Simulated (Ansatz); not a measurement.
This concerns the energy of configuration A over configuration B. The value is E(A) − E(B).

Cell A: a stack of composition HfGe2As4 on the in-plane vectors of As (R-3m) (0001), but not a cut of that crystal, 7 atoms, hexagonal cell of 3.78 Å (12.4 Å²), symmetry P-3m1, 10.1 Å thick under 16 Å of vacuum, so it may be strained; planes from bottom to top: As | Ge | As | Hf | As | Ge | As; foreign atoms: Hf bound to 6 As at 2.67 Å; two times Ge bound to 4 As at 2.40–2.46 Å; a model cell; spin state with PBE: run without spin, k-point mesh 9×9×1.
```xyz
7
Lattice="3.7843 0.0000 0.0000 -1.8921 3.2773 0.0000 0.0000 0.0000 25.7722" Properties=species:S:1:pos:R:3 pbc="T T T"
Hf     0.0000     2.1848    12.8861
As     1.8921     1.0924    14.4169
Ge     1.8921     1.0924    16.8128
As     0.0000     0.0000    17.9352
As     0.0000     0.0000    11.3553
Ge     0.0000     0.0000     8.9594
As     1.8921     1.0924     7.8370
```

Cell B: a stack of composition HfGe2As4 on the in-plane vectors of As (R-3m) (0001), but not a cut of that crystal, 7 atoms, hexagonal cell of 3.78 Å (12.4 Å²), symmetry P-6m2, 10.2 Å thick under 16 Å of vacuum, so it may be strained; planes from bottom to top: As | Ge | As | Hf | As | Ge | As; foreign atoms: Hf bound to 6 As at 2.67 Å; two times Ge bound to 4 As at 2.41–2.46 Å; a model cell; spin state with PBE: run without spin, k-point mesh 9×9×1.
```xyz
7
Lattice="3.7843 0.0000 0.0000 -1.8921 3.2773 0.0000 0.0000 0.0000 25.7722" Properties=species:S:1:pos:R:3 pbc="T T T"
Hf     0.0000     2.1848    12.8861
As     1.8921     1.0924    14.4260
Ge     1.8921     1.0924    16.8340
As     0.0000     0.0000    17.9628
As     1.8921     1.0924    11.3461
Ge     1.8921     1.0924     8.9382
As     0.0000     0.0000     7.8094
```

Computed with Ansatz (plane waves, PAW), its PAW set soft_1, cutoff 420 eV, 500 eV for r2SCAN. The structures are at rest with PBE+D3(BJ), within the held lattices; other levels are single points on them. Neutral cells; Fermi-Dirac smearing of at most 0.05 eV in the solids, energies taken to zero width. The lattices are those relaxed with PBE+D3(BJ) or held as stated, so at other levels the solids can be strained, which adds to the spread. A dispersion term (D3(BJ), or D4 for r2SCAN) was computed beside these levels and is taken off wherever the name lacks it. Nuclei at rest; no vibrational terms. Cells are local rest points, mostly with their start's symmetry. The runs are scalar-relativistic, without spin-orbit coupling. No correction for cell size. Cell A has symmetry P-3m1 and got no random move, so less symmetric positions, which may lie lower, weren't tried. Cell B has symmetry P-6m2 and got no random move, so less symmetric positions, which may lie lower, weren't tried.

**Question.** What is the computed value (PBE+D3(BJ))?

**Answer.** -0.16 eV for A less B, so A lies lower.

**Question.** What do the other levels give, and how wide is the spread?

**Answer.** 
```
Functional  value (eV)  less PBE+D3(BJ)
----------  ----------  ---------------
PBE              -0.15             0.01
r2SCAN           -0.13             0.03
r2SCAN+D4        -0.13             0.03
```

The levels span only 0.03 eV, too little to tell them apart.

Ansatz is a first-principles code.
